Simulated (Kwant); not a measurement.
Model system: GaN/Al0.2Ga0.8N stack with 1 barrier. One parabolic valley. Leads of mass 0.2 mₑ with the band edge at 0; grid 0.1 nm; bias 0 V, dropping linearly over the stack.

```json
[
 {"layer": "1", "thickness (nm)": "2.4", "band offset (eV)": "0.35", "mass (mₑ)": "0.22"}
]
```

The device is made up for the run: typed textbook-type constants, with dimensions and the other settings drawn at random.

Computed with Kwant: one-band effective-mass tight-binding model in one dimension, coherent, no space charge.

Q: Work out the transmission below the barrier top from T = 1/(1 + ((ζ + 1/ζ)/2)² sinh²(κa)), ζ = (k/m_lead)/(κ/m_barrier).

A: E = 0.05474 eV: k = 0.5360 nm⁻¹, κ = 1.306 nm⁻¹, ζ = 0.4516, T = 0.00427. The simulation gives 0.00430, the same within the digits that matter. E = 0.1475 eV: k = 0.8798 nm⁻¹, κ = 1.081 nm⁻¹, ζ = 0.8950, T = 0.0218. The simulation gives 0.0218, the same within the digits that matter. E = 0.227 eV: k = 1.091 nm⁻¹, κ = 0.8429 nm⁻¹, ζ = 1.424, T = 0.0603. The simulation gives 0.0602, the same within the digits that matter. What differs comes from the grid.
